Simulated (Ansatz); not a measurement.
Base system: Cs₂AgBiBr₆ (space group Fm-3m, No. 225; a = 10.996 Å). Axes: x, y, z lie along the cube axes.

One thing is altered: compressive biaxial strain of 1.25 % in the plane normal to [111], as in epitaxy on a mismatched substrate; the out-of-plane cell vector and the atoms relax.

The values are results of LDA (Ansatz, a program for electronic structure), no spin-orbit coupling, not measurements.

Q: Give the band edges at the high-symmetry points of the new zone, measured from its valence-band maximum.

A: 
```json
[
 {"point": "Γ", "valence edge (eV)": "-0.69", "conduction edge (eV)": "1.83"},
 {"point": "T", "valence edge (eV)": "-1.39", "conduction edge (eV)": "0.97"},
 {"point": "H₂", "valence edge (eV)": "-0.11", "conduction edge (eV)": "2.46"},
 {"point": "H₀", "valence edge (eV)": "-0.11", "conduction edge (eV)": "2.46"},
 {"point": "L", "valence edge (eV)": "-1.42", "conduction edge (eV)": "0.91"},
 {"point": "S₀", "valence edge (eV)": "-0.28", "conduction edge (eV)": "2.05"},
 {"point": "S₂", "valence edge (eV)": "-0.28", "conduction edge (eV)": "2.05"},
 {"point": "F", "valence edge (eV)": "0.00", "conduction edge (eV)": "2.43"}
]
```

The gap is 0.91 eV, indirect, F → L.

With Bi present, leaving out spin-orbit coupling can change the band edges. Whether these cells are dynamically stable was not tested. k-point labels follow each cell's own Brillouin zone.
